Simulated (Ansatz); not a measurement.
## Several settings converged on Sb (R-3m, 2 atoms in the cell)

```
Sb
1.0
    3.97713    -2.16578     0.00000
    3.97713     2.16578     0.00000
    2.79774     0.00000     3.56101
Sb
2
Cartesian
  2.55805   0.00000   0.84721
  8.24140   0.00000   2.72951
```

Base method: PBEsol, default PAW files made with PBE (plane waves; Ansatz, an electronic-structure program).

Base settings: basis.ecutwfc = 420 eV; kpoints.mp_grid.grid = 9 9 9; hamiltonian.xc = pbesol; hamiltonian.pseudopotentials = {kind: paw} (the program's default PAW files); scf.occupations.method = fermi_dirac; scf.occupations.width = 0.1 eV.

The count of work is k-points × plane waves × bands × iterations; it is no time. 

**The width of Fermi-Dirac smearing**

In this ladder: kpoints.mp_grid.grid = 15 15 15.

Narrow widths need finer meshes than wide ones, so the last steps can hold mesh noise.

Only quantities that move along the ladder and can be compared are tabulated; pressure and forces are left out, as mesh noise rules them at narrow widths.

```csv
scf.occupations.width,free energy less the last step's (meV/atom),energy extrapolated to zero width less the last step's (meV/atom)
1 eV,-834.41,101.55
0.5 eV,-162.40,35.24
0.3 eV,-43.41,12.47
0.2 eV,-13.33,4.66
0.1 eV,0.00,0.00
```

Widest scf.occupations.width that holds the free energy within 5 meV/atom: not settled: the last two steps still differ by 13 meV/atom, over half the tolerance, so the ladder does not show it.

Widest scf.occupations.width that holds the energy extrapolated to zero width within 2 meV/atom: not settled: the last two steps still differ by 4.7 meV/atom, over half the tolerance, so the ladder does not show it.

The extrapolation to zero width removes most of the smearing's effect on the energy.

**The width of Methfessel-Paxton smearing**

In this ladder: kpoints.mp_grid.grid = 15 15 15; scf.occupations.method = methfessel_paxton.

Narrow widths need finer meshes than wide ones, so the last steps can hold mesh noise.

Only quantities that move along the ladder and can be compared are tabulated; pressure and forces are left out, as mesh noise rules them at narrow widths.

| scf.occupations.width | free energy less the last step's (meV/atom) |
|---|---|
| 1 eV | 23.16 |
| 0.5 eV | 5.68 |
| 0.3 eV | 1.44 |
| 0.2 eV | 0.36 |
| 0.1 eV | 0.03 |
| 0.05 eV | 0.00 |

Widest scf.occupations.width that holds the free energy within 5 meV/atom of the last step, with all finer ones: 0.3 eV; the step before is off by 5.7 meV/atom.

**The mesh under tetrahedron occupations**

In this ladder: scf.occupations.method = tetrahedron; scf.occupations.width = default.

Only quantities that move along the ladder and can be compared are tabulated.

```csv
kpoints.mp_grid.grid,free energy less the last step's (meV/atom),pressure (GPa),largest difference of a force vector from the last step's (eV/Å),count of work / last
4 4 4,-19.15,-1.48,0.229,0.013
5 5 5,-18.49,-1.51,0.165,0.016
6 6 6,-4.63,-1.23,0.139,0.031
7 7 7,-10.77,-1.41,0.050,0.037
9 9 9,-3.98,-1.37,0.039,0.071
11 11 11,-2.15,-1.42,0.021,0.14
14 14 14,-0.88,-1.42,0.009,0.28
17 17 17,-0.40,-1.42,0.002,0.48
22 22 22,0.00,-1.43,0.000,1.0
```

Coarsest kpoints.mp_grid.grid that holds the forces within 0.005 eV/Å of the last step, with all finer ones: 17 17 17; the step before is off by 0.009 eV/Å.

Coarsest kpoints.mp_grid.grid that holds the pressure within 0.05 GPa of the last step, with all finer ones: 11 11 11, at 0.14 of the last step's count of work; the step before is off by 0.05 GPa.

Coarsest kpoints.mp_grid.grid that holds the free energy within 5 meV/atom of the last step, with all finer ones: 9 9 9, at 0.071 of the last step's count of work; the step before is off by 11 meV/atom.

Two neighbours can agree and both be off: 4 4 4 and 5 5 5 differ by 0.66 meV/atom in the free energy, yet lie about 18 meV/atom from the last step.

On the base run: the starting cell has typed, rounded lattice constants, without a prior relaxation at this level. Its lattice was rescaled by up to half a per cent. One atom was moved a little off its site on purpose. Ansatz's pressure includes its estimate of the finite-basis (Pulay) stress.

Left out of this page: 4 runs of the series outside the window shown, repeating another row's setting, or not comparable.

Keys are those of Ansatz 0.2.
